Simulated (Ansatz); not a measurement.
System: cubic perovskite BaZrO3. Method: r²SCAN+SOC (plane waves, PAW; Ansatz, a quantum-chemistry and plane-wave program).

Run with plane-wave cutoff 560 eV, 8×8×8 k mesh, Fermi–Dirac smearing 0.01 eV, PAW data made under PBE.

The cell has the measured lattice: a = b = c = 4.1910 Å, α = β = γ = 90.00°.

Q: What does this level give for the band gap and smallest direct gap on the k points sampled?

A: 
band gap: 3.73 eV (indirect)
smallest direct gap on the k points sampled: 3.91 eV

Measured, for comparison: band gap 5.3 eV (temperature not stated, not corrected to a static lattice, first of three measured values (5.3, 4.86, 4.8), our sources range from 4.86 to 5.30; as tabulated in Lindman et al. (2015), arXiv:1503.06612). Computed (rounded) less measured: band gap -1.57 eV (-1.13 eV to -1.57 eV over the range).

Note: cell and atoms aren't relaxed at this level (pressure 1.7 GPa).

The computed numbers hold no vibrational or temperature effects.
